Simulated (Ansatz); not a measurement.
Given:

```
CELL_PARAMETERS angstrom
      2.50580     0.00000     0.00000
     -1.25290     2.05442     0.00000
      0.00000     0.00000     6.61621
ATOMIC_POSITIONS crystal
  B  0.34444 0.68888 0.25000
  B  0.65556 0.31112 0.75000
  N  0.31704 0.63408 0.75000
  N  0.68296 0.36592 0.25000
```

No spin polarisation.

A single point on BN with a change (uniaxial strain ε_yy = −5.33 %), its geometry relaxed with PBE-D3(BJ).

All numbers come from Ansatz (a first-principles code), r2SCAN, PAW, cutoff 500 eV, spin-orbit coupling left out, earlier PAW set. k-mesh 15×15×5 (Γ-centred); smearing 0.05 eV (Fermi–Dirac).

Problem. Predict the band gap, width of the top valence band, gap character and smallest direct gap.

Solution. 
- Band gap = 4.73 eV
- Width of the top valence band = 3.86 eV
- Gap character = indirect, Y–C₀ (80 % along) → S
- Smallest direct gap = 5.29 eV

Single points use the geometry relaxed with PBE-D3(BJ). No phonon test of stability was made. The cell was made from BN in the h-BN type structure (space group P6_3/mmc, No. 194; layered, stacked along the Cartesian z axis) by this change: uniaxial strain ε_yy = −5.33 %.
